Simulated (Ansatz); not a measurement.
Consider HgI2 in the 2H-MoS2 type structure (space group P6_3/mmc, No. 194; a = 4.071 Å, c = 13.559 Å; a hypothetical phase, not in the database extracts checked; layered, stacked along the Cartesian z axis).

One thing is altered: a free-standing slab of 3 layers (9 atoms, 3 a layer) is cut normal to the stacking axis, with 15 Å of vacuum and the in-plane cell relaxed.

Levels (all Ansatz, a first-principles code, PAW, earlier PAW set): PBEsol-D3(BJ) (420 eV, no spin-orbit coupling); r2SCAN (500 eV, no spin-orbit coupling).

The geometry is relaxed with PBEsol-D3(BJ).

| Quantity | Result |
|---|---|
| PBEsol-D3(BJ) lowest conduction level above the VBM at special points | M 0.40 eV; Γ 0.96 eV; K 1.40 eV |
| PBEsol-D3(BJ) smallest direct gap | 0.58 eV |
| PBEsol-D3(BJ) width of the top valence band | 0.39 eV |

With r2SCAN at the same geometry, the lowest conduction level above the VBM at special points becomes M 0.69 eV; Γ 1.39 eV; K 1.68 eV (PBEsol-D3(BJ): M 0.40 eV; Γ 0.96 eV; K 1.40 eV); the smallest direct gap grows by 0.273 eV, from 0.58 eV to 0.86 eV; the width of the top valence band remains 0.39 eV.

Single points use the geometry relaxed with PBEsol-D3(BJ). Spin-orbit coupling, missing from the scalar runs, can matter with Hg and I. Stability against distortions was not tested. The final runs are not spin-polarised. k-point labels follow each cell's own Brillouin zone.
